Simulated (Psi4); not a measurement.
Psi4 1.11, PBE0/def2-svpd: silole (C1=C[SiH2]C=C1), 11 atoms. The geometry is a generated start, not checked to be a minimum at this level.

```yaml
task: energy
method: pbe0
basis: def2-svpd
memory: 3 GB
maxiter: 100
keys_of_the_molecule_block: symmetry c1
scf_type: df (default)
e_convergence: 1e-06 (default)
d_convergence: 1e-06 (default)
dft_radial_points: 75 (default)
dft_spherical_points: 302 (default)
basis_functions: 152
grid_points: 236288
```

```xyz
11

C     -1.0290     0.7839    -0.3675
C      0.2107     1.2772    -0.2680
Si     1.3917    -0.0968     0.2666
C     -0.0728    -1.2869     0.2959
C     -1.1844    -0.6307    -0.0568
H     -1.8961     1.3629    -0.6586
H      0.4416     2.3096    -0.4755
H      1.9901     0.1274     1.5841
H      2.3916    -0.4293    -0.7495
H     -0.0781    -2.3341     0.5482
H     -2.1651    -1.0832    -0.1191
```

With the defaults (diis = true, scf_initial_accelerator = adiis, damping_percentage = 0, level_shift = 0, level_shift_cutoff = 0.01, guess = auto, which took SAD, diis_max_vecs = 10) it converges in 7 SCF iterations. One run each on 2 threads, with these changes:
- guess = core
- level_shift = 0.5, level_shift_cutoff = 0.001
- scf_initial_accelerator = none
- guess = gwh
- guess = sadno
- level_shift = 0.1, level_shift_cutoff = 0.001
- diis = false, scf_initial_accelerator = none, damping_percentage = 60
- diis_max_vecs = 20
- guess = sapgau

Question: Which of these changes keep the SCF from converging, or lead it to another solution?

Answer: No convergence: diis = false, scf_initial_accelerator = none, damping_percentage = 60 (the run ends without SCF convergence in 100 iterations). The rest reach the solution of the defaults.

| setting | SCF iterations | end |
|---|---|---|
| the defaults | 7 | same solution |
| diis_max_vecs = 20 | 7 | same solution |
| scf_initial_accelerator = none | 7 | same solution |
| level_shift = 0.5, level_shift_cutoff = 0.001 | 8 | same solution |
| level_shift = 0.1, level_shift_cutoff = 0.001 | 8 | same solution |
| guess = sadno | 9 | same solution |
| guess = sapgau | 9 | same solution |
| guess = gwh | 11 | same solution |
| guess = core | 11 | same solution |
| diis = false, scf_initial_accelerator = none, damping_percentage = 60 | 100 | no convergence |
